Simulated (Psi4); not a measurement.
Psi4 1.11, unrestricted HF/def2-svp: Fe(Br)2(NH3)2 ([NH3]->[Fe](<-[NH3])([Br])[Br]), charge 0, multiplicity 5, 11 atoms. The geometry is a generated start, not checked to be a minimum at this level.

```yaml
task: energy
method: scf
basis: def2-svp
memory: 3 GB
maxiter: 100
keys_of_the_molecule_block: symmetry c1
scf_type: df (default)
diis_max_vecs: 10 (default)
e_convergence: 1e-06 (default)
d_convergence: 1e-06 (default)
basis_functions: 153
```

```xyz
11

Fe     0.1625     0.7053     0.7272
Br     2.2598     1.5406     0.7242
Br    -1.5864     1.1575     2.0816
N      0.4734    -1.6820     0.8546
H      0.1019    -2.2087     0.0720
H      0.0296    -2.0387     1.6953
H      1.4648    -1.8918     0.9214
N     -0.6347     1.0481    -1.5124
H     -1.3944     1.7217    -1.5004
H     -0.9826     0.2148    -1.9740
H      0.1063     1.4332    -2.0895
```

Charge 0 and multiplicity 5 are set for this test and not shown to be the ground state.

With the defaults (damping_percentage = 0, diis = true, scf_initial_accelerator = adiis, guess = auto, which took SAD, level_shift = 0, level_shift_cutoff = 0.01, soscf = false, diis_start = 1) it converges in 23 SCF iterations. One run each on 2 threads, with these changes:
- guess = gwh
- guess = sap
- guess = sapgau
- damping_percentage = 60
- damping_percentage = 20
- soscf = true
- damping_percentage = 60, diis = false, scf_initial_accelerator = none
- level_shift = 0.1, level_shift_cutoff = 0.001
- diis_start = 4

**Question.** Name the settings that don't reach the solution of the defaults.

**Answer.** No convergence: damping_percentage = 20; damping_percentage = 60; damping_percentage = 60, diis = false, scf_initial_accelerator = none (the run ends without SCF convergence in 100 iterations). The rest reach the solution of the defaults.

```json
[
 {"setting": "soscf = true", "SCF iterations": "13", "JK calls": "54", "end": "same solution"},
 {"setting": "guess = sap", "SCF iterations": "19", "JK calls": "19", "end": "same solution"},
 {"setting": "guess = sapgau", "SCF iterations": "20", "JK calls": "20", "end": "same solution"},
 {"setting": "level_shift = 0.1, level_shift_cutoff = 0.001", "SCF iterations": "20", "JK calls": "21", "end": "same solution"},
 {"setting": "the defaults", "SCF iterations": "23", "JK calls": "24", "end": "same solution"},
 {"setting": "guess = gwh", "SCF iterations": "52", "JK calls": "52", "end": "same solution"},
 {"setting": "diis_start = 4", "SCF iterations": "58", "JK calls": "59", "end": "same solution"},
 {"setting": "damping_percentage = 20", "SCF iterations": "100", "JK calls": "101", "end": "no convergence"},
 {"setting": "damping_percentage = 60", "SCF iterations": "100", "JK calls": "101", "end": "no convergence"},
 {"setting": "damping_percentage = 60, diis = false, scf_initial_accelerator = none", "SCF iterations": "100", "JK calls": "101", "end": "no convergence"}
]
```

An SOSCF iteration holds several JK calls; a Hückel guess adds calls on atoms.
